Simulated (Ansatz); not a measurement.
**CsSnI3: energy against strain**

CsSnI3 (cubic perovskite, Pm-3m, 46.081 Å³/atom at rest, cube axes along x, y and z) under a strain ε along a cube axis (axis z), the other axes held. PBEsol in Ansatz, a plane-wave DFT program (PAW, default set), 420 eV, 8×8×8 Γ-centred mesh, Fermi-Dirac smearing 0.05 eV; ions are relaxed within the symmetry of each cell.

Here s stands for strain and y for E less E0.

| strain (%) | E less E0 (meV/atom) |
|---|---|
| -1.20 | 0.98 |
| -0.60 | 0.24 |
| 0.00 | 0.00 |
| 0.60 | 0.22 |
| 1.20 | 0.86 |
| 3.00 | ? |

Fit y of the 5 rows that show it with a parabola. Least squares gives y = 0.000 - 0.0433·s + 0.6389·s². Residuals (row less fit): 0.008, -0.016, 0.000, 0.016, -0.008; standard error 0.018 (degrees of freedom: 2). Twice the quadratic coefficient over the volume, 2 × 0.6389 meV × 10⁴ × 0.1602 / 46.081 Å³, is the elastic constant C11 = 44 ± 0.9 GPa.

Task: Predict the withheld y at s = 3.00 from the fit, and compare with the calculation.

Result: y = 0.000 - 0.0433 × 3.0 + 0.6389 × 3.0² = 5.620 meV/atom. The calculation gives 5.09 meV/atom, 0.530 meV/atom below the prediction (10.4 % of the range of y in the table). The row lies outside the fitted rows, so this is an extrapolation. From the scatter of the fitted rows alone, a prediction at this place has a standard error of 0.115 meV/atom, so the miss is 4.6 times that.

One order more, fitted to all 11 runs of the series, follows each within 0.01, so the miss is the next term of a smooth law. This level leaves no gap over 0.05 eV at strain -1.20, where the mesh may be coarse. The primitive cell can neither tilt nor turn polar against its symmetry, as such crystals can under strain. CsSnI3 is here the ideal cubic form; the compound distorts at low or room temperature. Rows are the converged runs of the series near zero and its far end; series whose fitted rows scatter by over a few per cent of the range, as at a crossing or softening among them, aren't shown in this form. Most that stay on the fit to the last digits aren't either.
